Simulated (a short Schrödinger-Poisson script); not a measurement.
Solved with a short Schrödinger-Poisson script written for these runs: 1D Poisson equation in equilibrium, electrons quantum, Hartree (BenDaniel-Duke, 12 states a valley, the channel's in-plane mass for all, wave functions free to enter the dielectric), parabolic valleys, classical holes, full ionisation, no traps, pinning or gate leakage.

System: symmetric double-gate stack, Si3N4 on p-type Ge(111), at 77 K.

From the gate side: 3.5 nm Si3N4; 5 nm Ge, acceptors 5e15 cm⁻³; 3.5 nm Si3N4.

Constants are typed, rounded textbook-type inputs, not results; the design itself was drawn at random and stands for no fabricated device. Si3N4: permittivity 7.5, conduction-band edge (eV) 1.9, gap (eV) 5.1, electron mass (mₑ) 0.5. Ge: permittivity 16, conduction-band edge (eV) 0, gap (eV) 0.664, Nv at 300 K (cm⁻³) 6e18.

Channel valleys (confinement mass, in-plane density-of-states mass, number): L1 1.59, 0.08, 1; L3 0.09, 0.34, 3. At the gates, both at one voltage, the conduction-band edge of layer 1 lies 2.26 eV − eVg above the Fermi level of the channel. Gaps are held at their typed values at every temperature. Mesh 0.03 nm at interfaces.

Question: Give the lowest subband against the Fermi level at Vg = 1.05 V (meV); the capacitance of both gates at Vg = 1.05 V (μF/cm²); the sheet density of all electrons at Vg = 1.05 V (cm⁻²).

Answer: lowest subband against the Fermi level at Vg = 1.05 V (meV): -82.6; capacitance of both gates at Vg = 1.05 V (μF/cm²): 3.22; sheet density of all electrons at Vg = 1.05 V (cm⁻²): 1.23e13. Only the L valleys are kept; under strong confinement the Δ valleys of Ge fill too.
